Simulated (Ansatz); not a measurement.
Take BaS in the rock salt structure (space group Fm-3m, No. 225; a = 6.331 Å) as the base. Axes: x, y, z lie along the cube axes.

Computed with PBEsol (Ansatz, a program for electronic structure; PAW; 420 eV plane waves; scalar-relativistic without spin-orbit coupling).

Before the change:

- Valence-band top at Γ: 0.00, 0.00, 0.00 eV

It is then changed as follows: tensor shear ε_xy = +1.71 % (engineering shear γ = 0.0342); the atoms relax in the strained cell.

**Question.** Estimate the effect on the valence-band top at Γ.

**Answer.** The valence-band top at Γ (three highest levels, from the VBM) goes from 0.00, 0.00, 0.00 eV to 0.00, -0.04, -0.08 eV.

**Question.** Estimate the effect on the stress.

**Answer.** The stress (xx, yy, zz, yz, xz, xy; compression positive) comes out as (0.00, 0.00, -0.02, 0.00, 0.00, -0.63) GPa.

**Question.** Predict the new energy relative to the base.

**Answer.** The energy goes up by 2.1 meV/atom.

The levels and masses belong to the bands next to the band gap. Whether these cells are dynamically stable was not tested.
